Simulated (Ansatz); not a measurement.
**Hf: response to strain**

The parent structure is Hf in the hcp (Mg type) structure (space group P6_3/mmc, No. 194; relaxed with 0.1 eV smearing).

```
CELL_PARAMETERS angstrom
      3.19829     0.00000     0.00000
     -1.59915     2.76980     0.00000
      0.00000     0.00000     5.04882
ATOMIC_POSITIONS crystal
  Hf 0.66667 0.33333 0.75000
  Hf 0.33333 0.66667 0.25000
```

Cartesian axes are those of the cell as printed.

Strains are applied to the cell and any free atomic positions relax.

Method: Ansatz (a first-principles code) r2SCAN, spin-orbit coupling left out.

Notes on the quantities. energy relative to the base: free energy F.

| uniaxial strain ε_xx (%) | energy relative to the base (meV/atom) |
|---|---|
| 0 | 0.0 |
| 0.5 | 0.3 |
| 1 | ? |
| 1.5 | 2.8 |
| 2 | 5.0 |
| 2.5 | 7.7 |
| 3 | 11.0 |

Q: Fit ΔE = Aε² + Bε³ (ε in %) to the rows shown and predict the withheld row.

A: Least squares on the printed values gives A = 1.29 and B = -0.021 meV/atom (largest residual 0.0 meV/atom); this predicts 1.3 meV/atom, and the run gives 1.3 meV/atom, in agreement.

Whether these cells are dynamically stable was not tested. The final runs are not spin-polarised.
